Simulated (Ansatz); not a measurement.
## PbSeO3 (P2₁/m, No. 11)

Calculation: LDA (PAW; Ansatz, a quantum-chemistry and plane-wave program).

Numerical settings: plane-wave cutoff 500 eV, 10×8×6 k mesh (along the axes of the cell as run), gaussian smearing 0.02 eV, scalar-relativistic PAW data made under PBE.

Cell: relaxed at this level.

```json
{
  "equilibrium_volume_per_atom": "14.90 Å³/atom",
  "band_gap": "2.89 eV (on the SCF k mesh)"
}
```

Note: the volume lies 6 % below that of the published cell.

Spin–orbit coupling is not included; with these elements it can move the gap by several tenths of an eV or more.

Computed values are for the static lattice.

It cost around 5 core-minutes (rough) of CPU time.
